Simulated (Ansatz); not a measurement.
An Ansatz (a quantum-chemistry and plane-wave program) input (plane-wave PAW DFT at the r2SCAN level (Ansatz, 500 eV), no spin-orbit coupling):

Ansatz 0.2 input:
```yaml
crystal:
  lattice:
    - [0, 2.2475903279, 2.1446472595]
    - [2.1446472595, 0, 2.1446472595]
    - [2.1446472595, 2.2475903279, 0]
  atoms:
    - { symbol: P, position: [0, 0, 0] }
    - { symbol: B, position: [0.5, 0.5, 0.5] }
basis: { ecutwfc: 500, ecutrho_ratio: 4, xc_grid: 4, fft_grid_basis: typed }
kpoints: { mp_grid: { grid: [23, 23, 23] } }
hamiltonian:
  xc: r2scan
  dispersion: none
  pseudopotentials: { kind: paw }
scf: { occupations: { method: fermi_dirac, width: 0.1 }, convergence: { dr2_threshold: 0.0000000002 } }
output: { forces: true, stress: true }
checkpoint: { write: state.ck, write_every: 1000 }
```

Which symmetry and how many k-points will the program report, and about how many plane waves at Γ?

Space group I4/mmm (ITA 139) with 16 operations, k-points 936 of 12167, and 533 plane waves at Γ.

And the final pressure?

-3.50 GPa (compression positive).

Single points use the geometry relaxed with PBEsol. The cells carry an imposed strain or load. Stability against distortions was not tested. All final runs are without spin polarisation. The cell was made from BP in the rock salt structure (space group Fm-3m, No. 225; a hypothetical phase, not in the database extracts checked) by this change: uniaxial strain ε_yy = +4.80 %.
